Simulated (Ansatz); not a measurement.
# Nb: response to strain

The parent structure is Nb in the bcc (W type) structure (space group Im-3m, No. 229; a = 3.2729 Å; relaxed with 0.1 eV smearing). Axes: x, y, z lie along the cube axes.

Strains are applied to the cell and any free atomic positions relax; under biaxial strain the out-of-plane vector relaxes too.

Level of theory: PBEsol (Ansatz, an electronic-structure program, PAW, spin-orbit coupling left out).

Notes on the quantities. energy relative to the base: free energy F.

```csv
"biaxial strain, plane normal [001], relaxed out of plane (%)",energy relative to the base (meV/atom)
0,0.0
0.5,0.7
1,2.6
1.5,5.8
2,?
2.5,15.3
3,21.5
```

Question: Fit ΔE = Aε² + Bε³ (ε in %) to the rows shown and predict the withheld row.

Answer: Least squares on the printed values gives A = 2.75 and B = -0.12 meV/atom (largest residual 0.0 meV/atom); this predicts 10.0 meV/atom, and the run gives 10.0 meV/atom, in agreement.

No phonon test of stability was made. All final runs are without spin polarisation.
